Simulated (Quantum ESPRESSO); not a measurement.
Worked example: self-consistent single point of MoRu (P-6m2, 2 atoms in the cell) in Quantum ESPRESSO.

Computed with LDA (PZ), PSlibrary PAW (LDA) pseudopotentials (plane waves; Quantum ESPRESSO).

The change in words: lattice scaled by 0.98. Reference geometry:
```xyz
2
Lattice="2.8038 0.0000 0.0000 -1.4019 2.4282 0.0000 0.0000 0.0000 4.5061" Properties=species:S:1:pos:R:3 pbc="T T T"
Mo     1.4019     0.8094     0.0000
Ru     0.0000     1.6188     2.2531
```

Reference input (self-consistent single point, DFT, LDA (PZ), plane waves, PSlibrary PAW (LDA) pseudopotentials): ecutwfc = 60 Ry; ecutrho = 420 Ry; occupations = smearing; smearing = fd; degauss = 0.0073499 Ry; potentials = {Mo: Mo.pz-spn-kjpaw_psl.1.0.0.UPF, Ru: Ru.pz-spn-kjpaw_psl.1.0.0.UPF}; K_POINTS = automatic 13 13 7 0 0 0; conv_thr = 1e-10 Ry; mixing_beta = 0.4. This run's input differs from it in these lines:

```diff
@@ -27,5 +27,5 @@
 CELL_PARAMETERS angstrom
-   2.803795175     0.000000000     0.000000000
-  -1.401897587     2.428157849     0.000000000
-   0.000000000     0.000000000     4.506115000
+   2.747719314     0.000000000     0.000000000
+  -1.373859657     2.379594728     0.000000000
+   0.000000000     0.000000000     4.415993000
 ATOMIC_POSITIONS crystal
```

Log, with long lists cut:

```
     Self-consistent Calculation

     iteration #  1     ecut=    60.00 Ry     beta= 0.40

---- Real-time Memory Report at c_bands before calling an iterative solver
           138 MiB given to the printing process from OS
            63 MiB allocation reported by mallinfo(arena+hblkhd)
------------------

     Threshold (ethr) on eigenvalues was too large:
     Diagonalizing with lowered threshold

---- Real-time Memory Report at c_bands before calling an iterative solver
           179 MiB given to the printing process from OS
            70 MiB allocation reported by mallinfo(arena+hblkhd)
------------------

   [... lines left out ...]

---- Real-time Memory Report at c_bands before calling an iterative solver
           185 MiB given to the printing process from OS
            76 MiB allocation reported by mallinfo(arena+hblkhd)
------------------

     total energy              =    -778.19789344 Ry
     estimated scf accuracy    <          3.9E-10 Ry

     iteration # 11     ecut=    60.00 Ry     beta= 0.40

---- Real-time Memory Report at c_bands before calling an iterative solver
           185 MiB given to the printing process from OS
            76 MiB allocation reported by mallinfo(arena+hblkhd)
------------------
     End of self-consistent calculation

     the Fermi energy is    22.1136 ev

!    total energy              =    -778.19789344 Ry
     estimated scf accuracy    <          3.4E-11 Ry
     smearing contrib. (-TS)   =      -0.00476815 Ry
     internal energy E=F+TS    =    -778.19312530 Ry

      -> PAW hartree energy AE =     220.03416144 Ry
      -> PAW hartree energy PS =    -218.43619607 Ry
      -> PAW xc energy AE      =    -493.50120663 Ry
      -> PAW xc energy PS      =      44.48211236 Ry
      -> total E_H with PAW    =      48.74850545 Ry
      -> total E_XC with PAW   =    -497.25948234 Ry

     convergence has been achieved in  11 iterations

     Forces acting on atoms (cartesian axes, Ry/au):

     atom    1 type  1   force =     0.00000000    0.00000000    0.00000000
     atom    2 type  2   force =     0.00000000    0.00000000    0.00000000

     Total force =     0.000000     Total SCF correction =     0.000000

          total   stress  (Ry/bohr**3)                   (kbar)     P=      -85.21
  -0.00055768  -0.00000000  -0.00000000          -82.04       -0.00       -0.00
  -0.00000000  -0.00055768  -0.00000000           -0.00      -82.04       -0.00
   0.00000000   0.00000000  -0.00062243            0.00        0.00      -91.56

   JOB DONE.
```

The run converged in 11 iterations. Against the reference run the free energy drops by 85.4 meV/atom and the pressure goes from -23.40 to -8.52 GPa.

The starting cell comes from a database of computed structures (which also holds hypothetical and non-ambient phases and stackings), without a prior relaxation at this level. Its lattice was rescaled by a random factor within 2.5 % of one. For this run, on top of that: lattice scaled by 0.98. Spin polarisation is off. With a pressure of about -9 GPa the cell is away from its equilibrium volume at this level.

Cost on one core of a shared machine: roughly 40 s.
